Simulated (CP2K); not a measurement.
**A self-consistent single point of SnTe (Fm-3m, 2 atoms in the cell) with CP2K**

Level of theory: PBE, GPW, DZVP-MOLOPT-SR-GTH basis, GTH-PBE potentials (GTH_POTENTIALS) run with CP2K.

The input file:

```
&GLOBAL
  PROJECT scf
  RUN_TYPE ENERGY_FORCE
  PRINT_LEVEL LOW
&END GLOBAL
&FORCE_EVAL
  METHOD Quickstep
  STRESS_TENSOR ANALYTICAL
  &DFT
    BASIS_SET_FILE_NAME BASIS_MOLOPT
    POTENTIAL_FILE_NAME GTH_POTENTIALS
    &QS
      METHOD GPW
      EPS_DEFAULT 1E-10
    &END QS
    &MGRID
      CUTOFF 400
      REL_CUTOFF 50
      NGRIDS 4
    &END MGRID
    &SCF
      SCF_GUESS ATOMIC
      EPS_SCF 1E-6
      MAX_SCF 100
      ADDED_MOS 4
      &DIAGONALIZATION
        ALGORITHM STANDARD
      &END DIAGONALIZATION
      &MIXING
        METHOD BROYDEN_MIXING
        ALPHA 0.2
        NBUFFER 10
      &END MIXING
      &SMEAR ON
        METHOD FERMI_DIRAC
        ELECTRONIC_TEMPERATURE [K] 580.23
      &END SMEAR
    &END SCF
    &KPOINTS
      SCHEME MONKHORST-PACK 6 6 6
      GAMMA_CENTERED T
    &END KPOINTS
    &XC
      &XC_FUNCTIONAL PBE
      &END XC_FUNCTIONAL
    &END XC
    &PRINT
      &MO
        EIGENVALUES T
        OCCUPATION_NUMBERS T
        NDIGITS 8
        FILENAME mo
        &EACH
          QS_SCF 0
        &END EACH
        ADD_LAST NUMERIC
      &END MO
      &MULLIKEN OFF
      &END MULLIKEN
    &END PRINT
  &END DFT
  &SUBSYS
    &CELL
      A 4.55047700 0.00000000 0.00000000
      B 2.27523800 3.94082900 0.00000000
      C 2.27523800 1.31361000 3.71544900
      PERIODIC XYZ
    &END CELL
    &COORD
      SCALED
      Sn       0.00000000     0.00000000     0.00000000
      Te       0.50000000     0.50000000     0.50000000
    &END COORD
    &KIND Sn
      BASIS_SET DZVP-MOLOPT-SR-GTH
      POTENTIAL GTH-PBE-q4
    &END KIND
    &KIND Te
      BASIS_SET DZVP-MOLOPT-SR-GTH
      POTENTIAL GTH-PBE-q6
    &END KIND
  &END SUBSYS
  &PRINT
    &FORCES ON
    &END FORCES
    &STRESS_TENSOR ON
    &END STRESS_TENSOR
  &END PRINT
&END FORCE_EVAL
```

Output (repeated stretches shortened):

```
 GLOBAL| Method name                                                        CP2K
 GLOBAL| Project name                                                        scf
 GLOBAL| Run type                                                   ENERGY_FORCE

 TOTAL NUMBERS AND MAXIMUM NUMBERS

  Total number of            - Atomic kinds:                                   2
                             - Atoms:                                          2
                             - Shell sets:                                     2
                             - Shells:                                        10
                             - Primitive Cartesian functions:                 10
                             - Cartesian basis functions:                     28
                             - Spherical basis functions:                     26

  Maximum angular momentum of- Orbital basis functions:                        2
                             - Local part of the GTH pseudopotential:          0
                             - Non-local part of the GTH pseudopotential:      4

 SCF PARAMETERS         Density guess:                                    ATOMIC
                        max_scf:                                             100
                        max_diis:                                              4
                        eps_scf:                                        1.00E-06
                        eps_diis:                                       1.00E-01
                        eps_eigval:                                     1.00E-05
                        level_shift [a.u.]:                             0.000000
                        added MOs                                         4    0
                        Mixing method:                            BROYDEN_MIXING
                                                charge density mixing in g-space
                        Smear method:                                FERMI_DIRAC
                        Electronic temperature [K]:                        580.2
                        Electronic temperature [a.u.]:                  1.84E-03
                        Accuracy threshold:                             1.00E-10
                        No outer SCF

 Extrapolation method: initial_guess

 Number of electrons:                                                         10
 Number of occupied orbitals:                                                  5
 Number of molecular orbitals:                                                 9

 Number of orbital functions:                                                 26
 Number of independent orbital functions:                                     26

 SCF WAVEFUNCTION OPTIMIZATION

  Step     Update method      Time    Convergence         Total energy    Change
     1 NoMix/Diag. 0.20E+00      -     0.25054887       -11.7005702486 -1.17E+01
     2 Broy./Diag. 0.20E+00      -     0.03422479       -11.6396849049  6.09E-02
     3 Broy./Diag. 0.20E+00      -     0.06686180       -11.6678467778 -2.82E-02
     4 Broy./Diag. 0.20E+00      -     0.00694594       -11.6954609272 -2.76E-02
     5 Broy./Diag. 0.20E+00      -     0.00269546       -11.6731383257  2.23E-02
     6 Broy./Diag. 0.20E+00      -     0.00011789       -11.6745444838 -1.41E-03
     7 Broy./Diag. 0.20E+00      -     0.00008884       -11.6738996027  6.45E-04
     8 Broy./Diag. 0.20E+00      -     0.00000737       -11.6738697286  2.99E-05
     9 Broy./Diag. 0.20E+00      -     0.00000803       -11.6739453369 -7.56E-05
    10 Broy./Diag. 0.20E+00      -     0.00000028       -11.6739504126 -5.08E-06

  *** SCF run converged in    10 steps ***

  Electronic density on regular grids:        -10.0000000000        0.0000000000
  Core density on regular grids:                9.9999999966       -0.0000000034
  Total charge density on r-space grids:       -0.0000000034
  Total charge density g-space grids:          -0.0000000034

  Overlap energy of the core charge distribution:               0.00000000000761
  Self energy of the core charge distribution:                -25.12194509279122
  Core Hamiltonian energy:                                      5.13339157136334
  Hartree energy:                                              11.12608816136053
  Exchange-correlation energy:                                 -2.81140642682788
  Electronic entropic energy:                                  -0.00007862562011
  Fermi energy:                                                 0.16204522901921

  Total energy:                                               -11.67395041255495
  Total energy (extrapolated to T->0):                        -11.67391109974490

 ENERGY| Total FORCE_EVAL ( QS ) energy [hartree]            -11.673949742858754

 FORCES| Atomic forces [hartree/bohr]
 FORCES|   Atom     x               y               z               |f|
 FORCES|      1 -1.52176955E-16  5.80746828E-16 -7.90434106E-16   9.92577846E-16
 FORCES|      2  2.05466305E-15  1.57522585E-15 -1.04086717E-15   2.79040878E-15
 FORCES| Sum     1.90248609E-15  2.15597268E-15 -1.83130127E-15
 FORCES| Total atomic force                                       3.40900805E-15

 STRESS| Analytical stress tensor [bar]
 STRESS|                        x                   y                   z
 STRESS|      x        1.84390895078E+03   1.46154188231E-02   1.03346628838E-02
 STRESS|      y        1.46154188231E-02   1.84383127557E+03  -5.18899366917E-02
 STRESS|      z        1.03346628838E-02  -5.18899366917E-02   1.84387376157E+03
 STRESS| 1/3 Trace                                             1.84387132931E+03
```

The run converged in 10 iterations.

The starting cell comes from a database of computed structures (which also holds hypothetical and non-ambient phases and stackings), without a prior relaxation at this level. Its lattice was rescaled by a random factor within 2.5 % of one. Values carry the incompleteness of an atom-centred basis. The run gives no clean gap (levels at the Fermi energy touch, overlap or are partly filled at this smearing), which alone does not show that the compound is a metal.
